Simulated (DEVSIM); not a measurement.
Device: W/HfO2/SiO2/p-Si capacitor, at 300 K.

```csv
layer (left to right),material,thickness (nm),Na (cm⁻³)
1,HfO2,8.80,-
2,SiO2,0.600,-
3,Si,11000,2.5e15
```

Metal gate on the left, work function 4.6 eV. Fixed charge at the semiconductor interface 7.3e10 cm⁻² (in units of +e); no interface traps.

Constants are typed, rounded textbook-type inputs, not results; the design itself was drawn at random and stands for no fabricated device. Values at 300 K.

| parameter | HfO2 | SiO2 | Si |
|---|---|---|---|
| gap (eV) | 5.7 | 9 | 1.124 |
| affinity (eV) | 2.5 | 0.9 | 4.05 |
| permittivity | 22 | 3.9 | 11.7 |
| Nc (cm⁻³) | - | - | 2.86e19 |
| Nv (cm⁻³) | - | - | 3.1e19 |

DEVSIM, 1D Poisson equation in equilibrium, Boltzmann statistics, complete ionisation; no quantum confinement or tunnelling. Metal contacts follow the ideal Schottky-Mott rule: no Fermi-level pinning, no interface dipoles.

Tabulate band edges, carrier densities and field at 0.1 V on the gate.

Energies count from the Fermi level of the right contact; mesh points crowd at the junctions.

```
x (μm)    Ec (eV)  Ev (eV)  n (cm⁻³)  p (cm⁻³)  field (V/cm)
--------  -------  -------  --------  --------  ------------
0.000       2.000   -3.700     < 1e2     < 1e2          3400
0.001596    2.001   -3.700     < 1e2     < 1e2          3400
0.004547    2.002   -3.699     < 1e2     < 1e2          3400
0.007472    2.002   -3.697     < 1e2     < 1e2          3400
0.009082    3.603   -5.396     < 1e2     < 1e2         19000
0.009924    0.455   -0.669    6.5e11     1.8e8         18000
0.01259     0.460   -0.664    5.4e11     2.1e8         17000
0.02349     0.478   -0.646    2.6e11     4.4e8         17000
0.04763     0.519   -0.605    5.6e10     2.1e9         16000
0.1066      0.607   -0.517     1.8e9    6.4e10         14000
0.2624      0.776   -0.348   2700000    4.3e13          7800
0.8989      0.880   -0.244     47000    2.5e15            11
2.232       0.880   -0.244     46000    2.5e15           ≈ 0
5.693       0.880   -0.244     46000    2.5e15           ≈ 0
9.493       0.880   -0.244     46000    2.5e15           ≈ 0
10.42       0.880   -0.244     46000    2.5e15           ≈ 0
10.78       0.880   -0.244     46000    2.5e15           ≈ 0
10.92       0.880   -0.244     46000    2.5e15           ≈ 0
10.98       0.880   -0.244     46000    2.5e15           ≈ 0
11.00       0.880   -0.244     46000    2.5e15           ≈ 0
11.01       0.880   -0.244     46000    2.5e15           ≈ 0
11.01       0.880   -0.244     46000    2.5e15           ≈ 0
```
